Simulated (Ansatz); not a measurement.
Cell and atoms of amorphous Si24O48W:

```yaml
crystal:
  lattice:
    - [10.33591, 0.00000, 0.00000]
    - [0.00000, 10.33591, 0.00000]
    - [0.00000, 0.00000, 10.33591]
  atoms:
    - { symbol: Si, position: [0.83436, 0.31717, 0.66000] }
    - { symbol: Si, position: [0.36377, 0.22107, 0.86969] }
    - { symbol: Si, position: [0.79884, 0.31600, 0.14463] }
    - { symbol: Si, position: [0.68623, 0.95590, 0.75471] }
    - { symbol: Si, position: [0.05444, 0.21063, 0.27014] }
    - { symbol: Si, position: [0.95037, 0.05329, 0.63572] }
    - { symbol: Si, position: [0.86839, 0.73350, 0.82229] }
    - { symbol: Si, position: [0.38765, 0.68777, 0.35319] }
    - { symbol: Si, position: [0.97845, 0.95321, 0.36871] }
    - { symbol: Si, position: [0.94055, 0.52210, 0.97253] }
    - { symbol: Si, position: [0.65141, 0.86616, 0.02040] }
    - { symbol: Si, position: [0.86179, 0.86303, 0.11460] }
    - { symbol: Si, position: [0.69286, 0.39454, 0.42551] }
    - { symbol: Si, position: [0.17954, 0.32221, 0.50633] }
    - { symbol: Si, position: [0.25004, 0.06108, 0.63982] }
    - { symbol: Si, position: [0.86431, 0.58552, 0.56013] }
    - { symbol: Si, position: [0.24521, 0.71938, 0.75089] }
    - { symbol: Si, position: [0.11613, 0.70560, 0.46940] }
    - { symbol: Si, position: [0.16439, 0.43793, 0.79191] }
    - { symbol: Si, position: [0.65212, 0.23247, 0.88577] }
    - { symbol: Si, position: [0.44873, 0.84144, 0.60501] }
    - { symbol: Si, position: [0.42131, 0.40374, 0.34682] }
    - { symbol: Si, position: [0.32890, 0.18577, 0.16549] }
    - { symbol: Si, position: [0.37107, 0.90046, 0.14012] }
    - { symbol: O, position: [0.86869, 0.44051, 0.08225] }
    - { symbol: O, position: [0.73181, 0.75510, 0.10101] }
    - { symbol: O, position: [0.63960, 0.08081, 0.83676] }
    - { symbol: O, position: [0.05768, 0.29709, 0.40542] }
    - { symbol: O, position: [0.84223, 0.70762, 0.66178] }
    - { symbol: O, position: [0.35612, 0.16299, 0.01353] }
    - { symbol: O, position: [0.07712, 0.84984, 0.42858] }
    - { symbol: O, position: [0.23270, 0.66263, 0.37390] }
    - { symbol: O, position: [0.25666, 0.33136, 0.85554] }
    - { symbol: O, position: [0.98728, 0.61436, 0.46417] }
    - { symbol: O, position: [0.18174, 0.24258, 0.18269] }
    - { symbol: O, position: [0.17470, 0.83042, 0.83679] }
    - { symbol: O, position: [0.75596, 0.28933, 0.52581] }
    - { symbol: O, position: [0.83879, 0.97509, 0.71868] }
    - { symbol: O, position: [0.33761, 0.94930, 0.57074] }
    - { symbol: O, position: [0.03106, 0.43423, 0.87671] }
    - { symbol: O, position: [0.16886, 0.70718, 0.61556] }
    - { symbol: O, position: [0.75924, 0.97982, 0.05654] }
    - { symbol: O, position: [0.07067, 0.05736, 0.29753] }
    - { symbol: O, position: [0.39744, 0.75932, 0.73083] }
    - { symbol: O, position: [0.28749, 0.40247, 0.42739] }
    - { symbol: O, position: [0.72141, 0.36151, 0.27400] }
    - { symbol: O, position: [0.53859, 0.37575, 0.44763] }
    - { symbol: O, position: [0.32988, 0.10418, 0.76922] }
    - { symbol: O, position: [0.24253, 0.18235, 0.54063] }
    - { symbol: O, position: [0.70176, 0.25133, 0.03561] }
    - { symbol: O, position: [0.82838, 0.59292, 0.88602] }
    - { symbol: O, position: [0.22890, 0.86041, 0.08349] }
    - { symbol: O, position: [0.94481, 0.20587, 0.67316] }
    - { symbol: O, position: [0.50671, 0.28713, 0.85802] }
    - { symbol: O, position: [0.23582, 0.57657, 0.81611] }
    - { symbol: O, position: [0.36091, 0.03972, 0.21823] }
    - { symbol: O, position: [0.03532, 0.62790, 0.04694] }
    - { symbol: O, position: [0.44418, 0.55162, 0.29629] }
    - { symbol: O, position: [0.90563, 0.02709, 0.48742] }
    - { symbol: O, position: [0.49729, 0.89573, 0.03552] }
    - { symbol: O, position: [0.91815, 0.22395, 0.19246] }
    - { symbol: O, position: [0.58742, 0.91320, 0.63953] }
    - { symbol: O, position: [0.74764, 0.31158, 0.79039] }
    - { symbol: O, position: [0.87458, 0.88710, 0.27269] }
    - { symbol: O, position: [0.42221, 0.29539, 0.23149] }
    - { symbol: O, position: [0.74240, 0.54117, 0.46731] }
    - { symbol: O, position: [0.14713, 0.40407, 0.63756] }
    - { symbol: O, position: [0.41668, 0.79535, 0.24561] }
    - { symbol: O, position: [0.10009, 0.01283, 0.66605] }
    - { symbol: O, position: [0.69047, 0.83011, 0.85902] }
    - { symbol: O, position: [0.89648, 0.46002, 0.64947] }
    - { symbol: O, position: [0.46101, 0.73966, 0.48493] }
    - { symbol: W, position: [0.07366, 0.79877, 0.99018] }
```

Methods: PBE, scalar-relativistic without spin-orbit coupling (Ansatz, a quantum-chemistry and plane-wave program); r2SCAN, scalar-relativistic without spin-orbit coupling (Ansatz); HSE06, scalar-relativistic without spin-orbit coupling (Ansatz). Neutral PBE cell, which sets geometry, pressure and energy: sampling: a 2×2×2 Γ-centred mesh; Fermi-Dirac width 0.01 eV; collinear spin, started from moments on atoms. The usual formal charges leave 6 electrons over, so the level spacing at the Fermi energy parts defect or band states and needn't be the band gap. In the spin-polarised cell the level spacing at the Fermi energy can part levels of unlike spin. Exact exchange is cut at the faces of this 10 Å cell, which leaves hybrid gaps a finite-size error.

The cell was made by melting and quenching with the CHGNet potential and then relaxed with DFT. O atoms were pushed apart under 1.9 Å during the dynamics, to hinder bonds among them. The hot cell started wider than the set density and was brought back towards it in steps. It is the lowest in DFT energy of 2 quenches. It is a model cell: composition and starting density were chosen by hand, and all elements were melted together. No dispersion term was used. Its density started from a set value of 2.44 and ended at 2.44 g/cm³. The simulated quench (nominally 320 K/ps over its main leg) is rapid and tends to freeze in more defects than a deposited or slowly cooled glass has. A cell of this size samples the disorder only roughly. The volume was held where the preparation left it. Cycles of charging lowered its energy after that relaxation.

Problem. Give the pressure, the energy against reference phases and the spacing of the highest filled and lowest empty levels.

Solution. 
```yaml
Pressure on a 2×2×2 Γ-centred mesh: 0.49 GPa
Largest force and stress component on that mesh (the relaxation ran on the zone centre alone): 0.04 eV/Å and 3.3 GPa
Energy relative to alpha cristobalite + bcc W (lowest mix at this level among the phases computed, not always the ambient ones): 0.171 eV/atom
Level spacing at the Fermi energy on a 2×2×2 Γ-centred mesh (PBE): 0.90 eV
Level spacing at the Fermi energy at the zone centre (PBE): 0.91 eV
Level spacing at the Fermi energy at the zone centre (r2SCAN): 1.41 eV
Level spacing at the Fermi energy at the zone centre (HSE06): 2.40 eV
Distance between the nearest levels spread over more than a fifth of the atoms or a third of the atoms of their main element (six at least) (PBE, zone centre): 4.51 eV
net_moment: 2.00 μB
```

Problem. At PBE and the zone centre, how localised are the states just below and above the Fermi level (participation number: the atoms over which a state spreads)?

Solution. The highest filled state is spread over 2.6 atoms' worth, largest on W73, with weights by element (charge in smoothed Voronoi cells) W 0.59, O 0.31, Si 0.10. The lowest empty state is spread over 2.8 atoms' worth, largest on W73, with weights by element (charge in smoothed Voronoi cells) W 0.58, O 0.32, Si 0.10.

At PBE the levels at both edges of the gap are localised (band-tail or defect states), and the nearest spread-out levels lie 4.5 eV apart at the zone centre.

Cut-offs for bonds: Si-Si 2.60 Å, Si-O 1.92 Å, Si-W 2.74 Å, O-O 1.58 Å, O-W 2.51 Å, W-W 3.04 Å. Two cations that share two anions don't count as bonded, nor two that share one unless they lie closer than Si-Si 2.38 Å, Si-W 2.66 Å, W-W 2.95 Å.

Added carriers, by PBE, scalar-relativistic without spin-orbit coupling (Ansatz) on the zone centre alone. Charged cells keep the cell fixed and stand in a uniform background, with no image correction, at a width of 0.01 eV; where the count is odd the moment is locked at 1 μB, unless the neutral cell bore moments. Each starts from the undistorted neutral geometry alone. PBE's self-interaction favours spread-out carriers, so it can miss traps that a hybrid finds.

Problem. What happens at PBE when the cell takes an extra electron and the atoms relax?

Solution. Relaxation lowers the charged cell by 0.91 eV. The largest moves are Si7 0.40 Å, O70 0.34 Å, O29 0.20 Å, O36 0.18 Å. The neutral cell had unpaired spins already, so no single level is told as the carrier's. No bond crosses its cut-off with a change of over 0.15 Å (metal-metal contacts aside). Made neutral again at that geometry, the cell lies +0.56 eV from the neutral start.

Problem. What happens at PBE when the cell takes a hole and the atoms relax?

Solution. Relaxation lowers the charged cell by 0.56 eV. The largest moves are O52 0.17 Å, O36 0.13 Å, W73 0.13 Å, O44 0.13 Å. The neutral cell had unpaired spins already, so no single level is told as the carrier's. No bond crosses its cut-off with a change of over 0.15 Å (metal-metal contacts aside). Made neutral again at that geometry, the cell lies +0.58 eV from the neutral start.

Ahead of the cycles of charging, a PBE run started with 1 μB on atoms that lack a bond or may hold spare charge kept moments and lay lower, so the cell was relaxed again with them.
